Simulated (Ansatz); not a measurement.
Take SnO$_{2}$ in the rutile structure (space group P4_2/mnm, No. 136; a = 4.828 Å, c = 3.238 Å) as the base. Axes: x, y, z lie along a, b, c of the conventional cell.

Computed with PBE in Ansatz (plane waves to 420 eV, PAW, no spin-orbit coupling).

Before the change:

| Item | Result |
|---|---|
| Electron mass | 0.16 mₑ along c, 0.17 mₑ across (at Γ) |

Now apply this change: biaxial strain +2.40 %, plane normal [001], relaxed out of plane (Cartesian); in-plane vectors clamped, the third vector and the atoms free.

Q: What does the calculation give for the in-plane stress and electron mass after the change?

A: The mean in-plane stress (compression positive) comes out as -5.6 GPa; the electron mass becomes 0.15 mₑ out of plane, 0.17 mₑ in plane (at Γ) (base: 0.16 mₑ along c, 0.17 mₑ across (at Γ)).

The levels and masses belong to the bands next to the band gap. Effective masses come from finite differences of ±0.01 Å⁻¹. No phonon test of stability was made.

Ansatz is a first-principles code.
